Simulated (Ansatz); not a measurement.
# Sn under a change: uniaxial strain ε_yy = −0.83 %

Consider Sn (space group I4_1/amd, No. 141; a = 5.888 Å, c = 3.187 Å; relaxed with 0.1 eV smearing). Axes: x, y, z lie along a, b, c of the conventional cell.

It is then changed as follows: the cell is compressed by 0.83 % along y with no lateral relaxation, atoms relaxed at fixed cell.

Calculations: r2SCAN/PAW in Ansatz (a first-principles code), no SOC, earlier PAW set. Γ-centred 21×21×21 mesh, Fermi–Dirac width 0.1 eV.

```tsv
quantity	base	changed	shift
volume per atom	27.63 Å³	27.40 Å³	-0.23 Å³
space group	I4_1/amd (No. 141)	Imma (No. 74)	–
shortest interatomic distance	305.0 pm	303.8 pm	-1.2 pm
energy relative to the base (free energy F)	0 meV/atom	+0.5 meV/atom	+0.5 meV/atom
pressure (mean of the normal stresses, compression positive)	0.0 GPa	0.5 GPa	+0.5 GPa
band gap	zero	zero	–
largest internal atomic displacement	–	0.022 Å	–
stress (xx, yy, zz, yz, xz, xy; compression positive)	–	(0.4, 0.7, 0.3, 0.0, 0.0, 0.0) GPa	–
```

Cost of the whole job for the changed cell (relaxation, final SCF and bands): about 15 core-minutes (a rough figure).

Whether these cells are dynamically stable was not tested.
